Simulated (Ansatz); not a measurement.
Results of r²SCAN+rVV10 (Ansatz, a program for electronic structure, PAW) for fluorite HfO₂ (high-temperature phase).

Numerical settings: plane-wave cutoff 560 eV, 12×12×12 k mesh, Fermi–Dirac smearing 0.01 eV, scalar-relativistic PAW data made under PBE.

Results at a series of volumes:

```
V (Å³/atom)  E − E_lowest (meV/atom)
-----------  -----------------------
10.069                         37.04
10.283                         15.89
10.497                          3.85
10.711                          0.00
10.926                          3.54
11.140                         13.75
11.354                         29.97
```

### Question
What bulk modulus B0 and pressure derivative B′ does a third-order Birch–Murnaghan fit give?

### Answer
V0 = 10.712 Å³/atom, B0 = 276 GPa, B′ = 4.2 (fit to the energies at full precision).

Measured, for comparison: bulk modulus 242 ± 16 GPa (room temperature, not corrected to a static lattice, nanocrystalline cubic HfO2, second-order Birch-Murnaghan; as tabulated in High-pressure structural stability, equation of state, and thermal expansion …). Computed (rounded) less measured: bulk modulus +14 %.

Note: symmetry holds this phase in the static calculation, where it need not be a minimum; held by symmetry at 0 K, a high-temperature phase can be a saddle point.

Spin–orbit coupling is not included.

The computed numbers hold no vibrational or temperature effects.
